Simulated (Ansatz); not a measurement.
The starting structures come from a database of crystals and need not be the phases stable at ambient conditions.

By PBEsol, the system below comes out a metal.

The ballistic (Sharvin) conductance counts the channels at the Fermi level: G/A = (e²/h) × channels of both spins per area.

Consider the following.

```yaml
crystal:
  lattice:
    - [3.00163, 0.00000, 0.00000]
    - [0.00000, 3.34594, 0.00000]
    - [0.00000, 0.00000, 4.77100]
  atoms:
    - { symbol: Si, position: [0.00000, 0.00000, 0.15686] }
    - { symbol: Si, position: [0.50000, 0.50000, 0.84314] }
    - { symbol: Ni, position: [0.00000, 0.00000, 0.65750] }
    - { symbol: Ni, position: [0.50000, 0.50000, 0.34250] }
```

Space group of this cell: Pmmn. The cell is strained (all lengths scaled by 1.02); by PBEsol its mean pressure is -10.4 GPa.

The current flows along the normal of the first two printed cell vectors. No spin-orbit coupling; the value is a mean over 0.1 eV about the Fermi level.

Task: State the ballistic conductance per area according to Ansatz (an electronic-structure program) with PBEsol.

Result: 0.62 × 10¹⁵ S/m² for both spins.
